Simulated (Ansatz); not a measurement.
Cost and result by functional for the adsorption energy of NH2 on the 1x1 (110) surface of 3C silicon carbide (cut with top plane C + Si), one in a 2x2 cell, started at the site 'over C at depth 1.5 Å', in Ansatz (plane waves, PAW). Single points on the PBE structure, on one kind of machine; costs are rough ratios of the slab run's core time (references not counted) to the cheapest single point. r2SCAN's cost holds its higher cutoff (500 against 420 eV). Differences are taken against r2SCAN for comparison alone: no measured value is at hand, so the table doesn't rank accuracy.

Host crystal: 3C silicon carbide, with a band gap (PBE, scalar-relativistic without spin-orbit coupling).

Model: 51-atom slab, 7.7 Å thick at the start under the adsorbate (thin: gaps and levels are the slab's own), 3x3x1 mesh, Fermi-Dirac 0.01 eV, dipole correction, 24 atoms held, the rest relaxed; symmetry of the start imposed; spin-polarised, ending with about 1.0 μB a cell; orders that need a larger cell were not tried, no spin-orbit, no U, no dispersion correction. At the end it is bonded to Si. In PBE it is, or lies within 0.03 eV of, the lowest of the starts that converged. These notes are the PBE run's. RPBE: The program's check for a lower electronic state was not made. r2SCAN: The program's check for a lower electronic state was not made. Adsorption energies are against NH3(g) − ½ H2(g). A negative adsorption energy means that the adsorbate is more stable on the surface than in its reference.

| functional | relative cost | adsorption energy (eV) | less r2SCAN (eV) |
|---|---|---|---|
| RPBE | 1 | -0.39 | 0.41 |
| r2SCAN | 2 | -0.80 | 0.00 |
| PBE (the relaxed run's value) | – | -0.54 | 0.26 |

The values span 0.41 eV, while the single points' costs differ by a factor of roughly 2. Differences are of unrounded values.

Ansatz is a program for electronic structure.
